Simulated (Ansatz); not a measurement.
Data:

```
CELL_PARAMETERS angstrom
     -2.83588     2.83588     5.50461
      2.83588    -2.83588     5.50461
      2.83588     2.83588    -5.50461
ATOMIC_POSITIONS crystal
  Ga 0.50000 0.50000 0.00000
  Ga 0.25000 0.75000 0.50000
  Cu 0.00000 0.00000 0.00000
  Cu 0.75000 0.25000 0.50000
  Se 0.87500 0.88114 0.50614
  Se 0.11886 0.62500 0.99386
  Se 0.37500 0.36886 0.49386
  Se 0.63114 0.12500 0.00614
```

No spin polarisation.

Level of theory: Ansatz (a quantum-chemistry and plane-wave program) PBE, without spin-orbit coupling. Settings: 8×8×8 k-points, 0.05 eV Fermi–Dirac smearing.

Estimate the band gap.

0.07 eV.

What valence-band top at Γ (three highest levels, from the VBM) does the calculation give?

0.00, -0.15, -0.15 eV.

Estimate the space group.

I-42d (No. 122).

What is the computed pressure (mean of the normal stresses, compression positive)?

1.4 GPa.

The cells carry an imposed strain or load. Stability against distortions was not tested. The final runs are not spin-polarised. The cell was made from GaCuSe₂ in the chalcopyrite structure (space group I-42d, No. 122) by this change: uniaxial strain ε_zz = −2.25 %. The zero or small gap of GaCuSe2 can change with the level of theory.
